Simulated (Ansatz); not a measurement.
Defect migration in zinc-blende BP: B vacancy, charge state -3. The step: one B atom jumps into the vacancy from a nearby B site; the atom moves 3.18 Å along (0.00, 0.49, -0.49) of the unit cell; the moving atom starts with neighbours P at 1.95, 3 P at 1.98 Å and ends with P at 1.95, 3 P at 1.98 Å. DFT values are from Ansatz (plane-wave PAW, 420 eV unless said) in a cell of 64 host sites, spin-restricted, static, with no finite-size correction. The charge state is imposed; whether it is stable for some Fermi level was not computed. Forms of the defect that were not tried may lie lower. For the PBE band: the saddle point's order was not checked, and it lies on a symmetry element of the cell, where a band can be held.

```tsv
Level	Forward barrier (eV)	Cost of the band or of the saddle's single point
CHGNet universal potential (has no charge state), its own band	1.52	-
PBE, a 2×2×2 k-point mesh shifted by half a step, band relaxed	3.21	around 29 core-minutes (rough)
PBE, a 3×3×3 k-point mesh shifted by half a step, same geometries	3.22	around 2.5 core-minutes (rough)
r2SCAN at 500 eV, a 2×2×2 k-point mesh shifted by half a step, same geometries	___	about 2.5 core-minutes (a rough figure)
```

Q: Some entries are withheld; supply them.

A: 
- r2SCAN at 500 eV, a 2×2×2 k-point mesh shifted by half a step, same geometries, Forward barrier (eV): 3.47

Ansatz is a first-principles code.
